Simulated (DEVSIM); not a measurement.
System: W/La2O3/p-InP capacitor, at 300 K.

Layer 1 from the left is La2O3, thickness (nm) 8.00. Layer 2 from the left is InP, thickness (nm) 5100, Na (cm⁻³) 1.5e16.

Metal gate on the left, work function 4.6 eV. Fixed charge at the semiconductor interface -7.8e12 cm⁻² (in units of +e); no interface traps.

This is a model device: material constants are rounded textbook-type values typed into the input, and sizes, dopings and lifetimes were drawn at random. Values at 300 K.

La2O3: gap (eV) 5.8, affinity (eV) 1.8, permittivity 27. InP: gap (eV) 1.344, affinity (eV) 4.38, permittivity 12.5, Nc (cm⁻³) 5.7e17, Nv (cm⁻³) 1.1e19.

DEVSIM, 1D Poisson equation in equilibrium, Boltzmann statistics, complete ionisation; no quantum confinement or tunnelling. Metal contacts follow the ideal Schottky-Mott rule: no Fermi-level pinning, no interface dipoles.

### Question
What does the simulation give for the threshold voltage (band bending 2φF), the flat-band voltage?

### Answer
threshold voltage (band bending 2φF) 0.57 V; flat-band voltage -0.53 V.
